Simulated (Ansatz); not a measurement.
Take SiC (space group P6_3mc, No. 186; a = 3.078 Å, c = 10.076 Å) as the base. Axes: x lies along a and z along c of the hexagonal cell.

Method: Kohn–Sham DFT with the PBEsol functional, run in Ansatz (a quantum-chemistry and plane-wave program) with PAW and 420 eV plane waves, scalar-relativistic without spin-orbit coupling.

Before the change:

```
Quantity           Result
---------------  --------
Volume per atom  10.33 Å³
Band gap          2.12 eV
```

Perturbation: biaxial strain −0.75 %, plane normal [001], relaxed out of plane (Cartesian); in-plane vectors clamped, the third vector and the atoms free.

### Question
What happens to the volume per atom?

### Answer
The volume per atom decreases by 0.138 Å³ to 10.20 Å³.

### Question
How does this affect the band gap?

### Answer
The band gap drops by 0.06 eV, from 2.12 eV to 2.06 eV.

Whether these cells are dynamically stable was not tested.
